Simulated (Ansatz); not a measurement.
Data:

```
CELL_PARAMETERS angstrom
      4.10717     0.00000     0.00000
      0.00000     4.10717     0.00000
      0.00000     0.00000     4.10717
ATOMIC_POSITIONS crystal
  Ba 0.00000 0.00000 0.00000
  Ti 0.50000 0.50000 0.50000
  O  0.00000 0.50000 0.50000
  O  0.50000 0.50000 0.00000
  O  0.50000 0.00000 0.50000
```

No spin polarisation.

Calculations: PBEsol (Ansatz, an electronic-structure program; PAW; 420 eV plane waves; no SOC), earlier PAW set. Settings: 8×8×8 k-points, 0.05 eV Fermi–Dirac smearing.

**Question.** Estimate the band gap.

**Answer.** 1.61 eV.

**Question.** What pressure does the calculation give?

**Answer.** -14.57 GPa.

**Question.** Estimate the gap character.

**Answer.** Indirect, R → Γ.

The cells carry an imposed strain or load. Whether these cells are dynamically stable was not tested. All final runs are without spin polarisation. The cell was made from BaTiO3 in the cubic perovskite structure (space group Pm-3m, No. 221) by this change: isotropic strain +3.45 %. Many cubic perovskites are stable only at high temperature; tilts and polar distortions were not tested. This is not the structure that BaTiO3 has at room temperature and ambient pressure.
